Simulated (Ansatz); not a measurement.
Amorphous Zr20O45Nb2, 67 atoms at 5.23 g/cm³, one PBE-relaxed geometry, zone centre. Methods: PBE, scalar-relativistic without spin-orbit coupling (Ansatz, a program for electronic structure); r2SCAN, scalar-relativistic without spin-orbit coupling (Ansatz); HSE06, scalar-relativistic without spin-orbit coupling (Ansatz). Plane waves to 420 eV (r2SCAN 500 eV); exact exchange is cut at the cell's faces. At PBE the levels at both edges of the gap are localised (band-tail or defect states), and the nearest spread-out levels lie 3.6 eV apart at the zone centre. All rungs ran without spin polarisation.

The cell was made by melting and quenching with the CHGNet potential and then relaxed with DFT. O atoms were pushed apart under 1.9 Å during the dynamics, to hinder bonds among them. The hot cell started wider than the set density and was brought back towards it in steps. It is the lowest in DFT energy of 2 quenches. It is a model cell: composition and starting density were chosen by hand, and all elements were melted together. No dispersion term was used. Its density started from a set value of 5.23 and ended at 5.23 g/cm³. The quench (nominally 300 K/ps over its main leg) was far faster than any real one, so the model tends to hold more defects than a real film. One small periodic cell is one sample of the glass; other quenches scatter about these values. The volume was held where the preparation left it and the shape relaxed, at a PBE pressure of -2.8 GPa (tension). Stress components on the final sampling reach 2.8 GPa.

The relaxation ran on the zone centre alone. At PBE the gap between localised states is 2.94 eV on a 2×2×2 Γ-centred mesh, and the spacing at the zone centre alone 3.05 eV.

Q: What zone-centre spacing does r2SCAN give, roughly?

A: 3.41 eV (+0.36 eV against PBE).

Q: What zone-centre spacing does HSE06 give, roughly?

A: 4.49 eV (+1.44 eV against PBE).

The highest filled and the lowest empty state spread over these numbers of atoms (participation numbers): PBE: 10.4 and 3.8; r2SCAN: 10.1 and 3.5; HSE06: 8.1 and 3.7.
